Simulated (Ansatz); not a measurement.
Base system: HfSi$_{2}$ (space group Cmcm, No. 63; a = 3.650 Å, b = 14.350 Å, c = 3.635 Å). Axes: x, y, z lie along a, b, c of the conventional cell.

All numbers come from PBEsol (Ansatz, a quantum-chemistry and plane-wave program; PAW; 420 eV plane waves; no spin-orbit coupling).

Before the change:

```
Quantity                        Result
-----------------------------  -------
Pressure                       0.0 GPa
Shortest interatomic distance  2.412 Å
```

Now apply this change: uniaxial strain ε_zz = +1.77 %, all other strain components held at zero; the atoms relax in the strained cell.

Q: Estimate the effect on the pressure, energy relative to the base and shortest interatomic distance.

A: The pressure (mean of the normal stresses, compression positive) goes from zero to -2.7 GPa; the energy increases by 4.4 meV/atom; the shortest interatomic distance rises by 0.020 Å (2.412 Å → 2.432 Å).

Without a gap, meshes like the base's 13×13×13 leave anisotropic stresses uncertain by several tenths of a GPa, and small strain energies with them. Stability against distortions was not tested. All final runs are without spin polarisation.
